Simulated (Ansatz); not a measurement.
Pressure series in MoSi2

Take MoSi2 (space group I4/mmm, No. 139; a = 3.217 Å, c = 7.873 Å) as the base.

Cell and atoms are relaxed at each pressure.

The values are results of Ansatz (a quantum-chemistry and plane-wave program), PBE, PAW, cutoff 420 eV, spin-orbit coupling left out, not measurements.

Notes on the quantities. enthalpy: H = E + PV relative to the base's energy.

| change | shortest interatomic distance | density | enthalpy |
|---|---|---|---|
| base | 2.596 Å | 6.20 g/cm³ | – |
| pressure −2 GPa | 2.602 Å | 6.14 g/cm³ | -0.17 eV/atom |
| pressure −1 GPa | 2.599 Å | 6.17 g/cm³ | -0.08 eV/atom |
| pressure 0.9 GPa | 2.594 Å | 6.23 g/cm³ | +0.08 eV/atom |
| pressure 2.1 GPa | 2.591 Å | 6.26 g/cm³ | +0.18 eV/atom |
| pressure 4.5 GPa | 2.585 Å | 6.33 g/cm³ | +0.38 eV/atom |
| pressure 9 GPa | 2.575 Å | 6.46 g/cm³ | +0.75 eV/atom |
| pressure 15 GPa | 2.563 Å | 6.61 g/cm³ | +1.23 eV/atom |
| pressure 22.5 GPa | 2.545 Å | 6.79 g/cm³ | +1.82 eV/atom |
| pressure 30 GPa | 2.525 Å | 6.95 g/cm³ | +2.39 eV/atom |

Load acts through the strain it causes; cell and atoms are relaxed under it. Whether these cells are dynamically stable was not tested. Competing high-pressure phases were not computed. The final runs are not spin-polarised.
